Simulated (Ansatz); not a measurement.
Effect of pressure 10 GPa on Ca3SiO

The reference is Ca₃SiO (space group Imma, No. 74; a = 6.583 Å, b = 9.309 Å, c = 6.603 Å; a cell from a computed database, its experimental status unchecked).

Perturbation: a hydrostatic pressure of 10 GPa.

Level of theory: Kohn–Sham DFT with the PBEsol functional, run in Ansatz (a program for electronic structure) with PAW and 420 eV plane waves, no spin-orbit coupling. Γ-centred 7×7×7 mesh, Fermi–Dirac width 0.05 eV.

| quantity | base | changed | shift |
|---|---|---|---|
| volume per atom | 20.23 Å³ | 17.94 Å³ | -2.29 Å³ |
| shortest interatomic distance | 2.336 Å | 2.241 Å | -0.095 Å |
| enthalpy H = E + PV relative to the base's energy | – | +1.18 eV/atom | – |
| band gap | zero | zero | – |

Cost of the whole job for the changed cell (relaxation, final SCF and bands): roughly 2.9 core-minutes.

A case with no gap was solved on a k-mesh chosen for an insulator, which is coarse for it. Load acts through the strain it causes; cell and atoms are relaxed under it. No phonon test of stability was made. No other phases were tried under pressure. The final runs are not spin-polarised. Gaps under 0.05 eV, about the width of the smearing, are given as zero. A zero or small gap of Ca3SiO can be the functional's error rather than a property of the material.
